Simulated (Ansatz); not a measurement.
Start from TiAl (space group P4/mmm, No. 123; relaxed with 0.1 eV smearing).

```
CELL_PARAMETERS angstrom
      2.82407     0.00000     0.00000
      0.00000     2.82407     0.00000
      0.00000     0.00000     4.07475
ATOMIC_POSITIONS crystal
  Ti 0.00000 0.00000 0.00000
  Al 0.50000 0.50000 0.50000
```

Cartesian axes are those of the cell as printed.

Calculations: PBE in Ansatz (plane waves to 420 eV, PAW, without spin-orbit coupling).

For the base:

```
Item                             Value
-----------------------------  -------
Shortest interatomic distance  2.824 Å
```

The change: uniaxial strain ε_zz = +3.00 %, all other strain components held at zero; the atoms relax in the strained cell.

Predict the new energy relative to the base, stress and shortest interatomic distance.

The energy grows by 7.5 meV/atom; the stress (xx, yy, zz, yz, xz, xy; compression positive) comes out as (-2.3, -2.3, -4.8, 0.0, 0.0, 0.0) GPa; the shortest interatomic distance remains 2.824 Å.

Stability against distortions was not tested. All final runs are without spin polarisation.

Ansatz is a quantum-chemistry and plane-wave program.
